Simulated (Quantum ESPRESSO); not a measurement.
**Cost against accuracy: ecutwfc for ZnS (P6_3mc, 28 atoms in the cell)**

Cell: a = 3.7606 Å, b = 3.7606 Å, c = 43.0595 Å, α = 90.00°, β = 90.00°, γ = 120.00°.

Computed with PBE, PSlibrary PAW (PBE) pseudopotentials (plane waves; Quantum ESPRESSO 7.5).

Base settings: ecutwfc = 50 Ry; ecutrho = 300 Ry; occupations = fixed; potentials = {Zn: Zn.pbe-dn-kjpaw_psl.1.0.0.UPF, S: S.pbe-n-kjpaw_psl.1.0.0.UPF}; K_POINTS = automatic 4 4 1 0 0 0; nbnd = 132; conv_thr = 1e-09 Ry; mixing_beta = 0.5.

Misses are taken against the tightest run, 75 Ry (ecutrho: 300 Ry → 450 Ry), which need not be fully converged itself. The energy is the free energy per atom.

The count of work is k-points × plane waves × bands × iterations; it is no time, and leaves out set-up, grids and terms that scale otherwise. Core times come from one kind of shared machine and are given to one figure; runs under 30 s give none.

The starting cell comes from a database of computed structures (which also holds hypothetical and non-ambient phases and stackings), without a prior relaxation at this level. Its lattice was rescaled by a random factor within 2.5 % of one. In the base run, with a pressure of about 5 GPa the cell is away from its equilibrium volume at this level.

The runs (ecutwfc): 20 Ry (ecutrho: 300 Ry → 120 Ry) | 25 Ry (ecutrho: 300 Ry → 150 Ry) | 30 Ry (ecutrho: 300 Ry → 180 Ry) | 35 Ry (ecutrho: 300 Ry → 210 Ry) | 40 Ry (ecutrho: 300 Ry → 240 Ry) | 45 Ry (ecutrho: 300 Ry → 270 Ry) | 50 Ry | 57 Ry (ecutrho: 300 Ry → 342 Ry) | 65 Ry (ecutrho: 300 Ry → 390 Ry) | 75 Ry (ecutrho: 300 Ry → 450 Ry).

Task: Which is the coarsest setting among those run that, with all tighter ones, holds the energy within 20 meV/atom of the reference, and what does it save?

Result: 57 Ry (ecutrho: 300 Ry → 342 Ry), off by 7.4 meV/atom; its saving against the reference is no more than about a factor of 2 in the count of work.

Task: Which is the coarsest setting among those run that, with all tighter ones, holds the energy within 5 meV/atom of the reference, and what does it save?

Result: 65 Ry (ecutrho: 300 Ry → 390 Ry), off by 0.63 meV/atom; its saving against the reference is no more than about a factor of 2 in the count of work.

Task: What does the step from 20 Ry (ecutrho: 300 Ry → 120 Ry) to 57 Ry (ecutrho: 300 Ry → 342 Ry) buy?

Result: It takes the miss in the energy from 14000 to 7.4 meV/atom, for 3.9 times the count of work and roughly 3 times the time.

```csv
ecutwfc,energy less reference (meV/atom),pressure less reference (GPa),largest difference in the force on any atom (eV/Å),count of work / reference,core time / reference (rough)
20 Ry (ecutrho: 300 Ry → 120 Ry),14131.59,-468.11,0.053,0.17,0.2
25 Ry (ecutrho: 300 Ry → 150 Ry),3057.48,-138.72,0.006,0.19,0.2
30 Ry (ecutrho: 300 Ry → 180 Ry),550.14,-34.09,0.003,0.27,0.3
35 Ry (ecutrho: 300 Ry → 210 Ry),88.14,-5.46,0.001,0.34,0.4
40 Ry (ecutrho: 300 Ry → 240 Ry),40.82,-0.13,0.000,0.39,0.5
45 Ry (ecutrho: 300 Ry → 270 Ry),37.74,-0.36,0.001,0.47,0.6
50 Ry,25.34,-0.81,0.001,0.59,0.7
57 Ry (ecutrho: 300 Ry → 342 Ry),7.37,-0.52,0.000,0.67,0.6
65 Ry (ecutrho: 300 Ry → 390 Ry),0.63,-0.03,0.001,0.87,0.8
75 Ry (ecutrho: 300 Ry → 450 Ry),0.00,0.00,0.000,1.0,1
```
